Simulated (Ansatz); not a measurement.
Results of PBEsol in Ansatz (PAW) for SrScO₂F (model structure, started from the SrVO2H type, P4/mmm, No. 123, 5 atoms in the cell).

Run with plane-wave cutoff 520 eV, 8×8×8 k mesh, Fermi–Dirac smearing 0.01 eV, scalar-relativistic PAW data made under PBE.

Cell (relaxed with PBEsol):

Space group P4/mmm (No. 123); a = 4.0923 Å, b = 4.0923 Å, c = 4.0258 Å, α = 90.00°, β = 90.00°, γ = 90.00°

```
atom  site  symmetry       x       y       z
----  ----  --------  ------  ------  ------
Sr      1d     4/mmm  0.5000  0.5000  0.5000
Sc      1a     4/mmm  0.0000  0.0000  0.0000
O       2f      mmm.  0.0000  0.5000  0.0000
F       1b     4/mmm  0.0000  0.0000  0.5000
```

What does this level give for the band gap and smallest direct gap on the k points sampled?


band gap: 3.22 eV
smallest direct gap on the k points sampled: 3.63 eV

Note: the relaxation could raise the start's symmetry but not lower it, so the cell can be a saddle point.

Spin–orbit coupling is not included.

Computed values are for the static lattice.

A model structure was made by putting elements into a prototype or built by hand; it is no filed structure, need not be a known phase, and can be a saddle point held by its symmetry.

Ansatz is an electronic-structure program.
